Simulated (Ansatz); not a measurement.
Consider the following.

End structure of a constructed model of the (111) surface of fcc Ag, (√3x√3)R30° layer of Sb, one a cell, in the other hollow (bottom of the slab: a bare face, its two planes held):

```
CELL_PARAMETERS angstrom
      4.40007     2.54038     0.00000
     -4.40007     2.54038     0.00000
      0.00000     0.00000    30.50000
ATOMIC_POSITIONS crystal
  Ag 0.00000 0.66667 0.26388
  Ag 0.33333 0.33333 0.26388
  Ag 0.66667 0.00000 0.26388
  Ag 0.00000 0.33333 0.34241
  Ag 0.33333 0.00000 0.34241
  Ag 0.66667 0.66667 0.34241
  Ag 0.00000 0.99907 0.42031
  Ag 0.33426 0.66760 0.42031
  Ag 0.66574 0.33333 0.42031
  Ag 0.00000 0.66561 0.49869
  Ag 0.33228 0.33333 0.49869
  Ag 0.66772 0.00106 0.49869
  Ag 0.00000 0.33333 0.57786
  Ag 0.33333 0.00000 0.57671
  Ag 0.66667 0.66667 0.57671
  Ag 0.00000 0.98566 0.65639
  Ag 0.34767 0.68100 0.65639
  Ag 0.65233 0.33333 0.65639
  Sb 0.00000 0.33333 0.72440
```

Slab: 19 atoms, 14.4 Å thick at the start; k 9x9x1, smearing 0.1 eV, dipole-corrected; 6 atoms held, the rest relaxed; symmetry of the start imposed; no spin, no spin-orbit, no U. In PBE it lies 0.02 eV a 1x1 cell over the lowest computed structure of the same composition ((√3x√3)R30° layer of Sb, one a cell, on the site that continues the host's stacking).

**Question.** What is the computed work function of the top face (PBE in Ansatz, a first-principles code)?

**Answer.** 4.68 eV
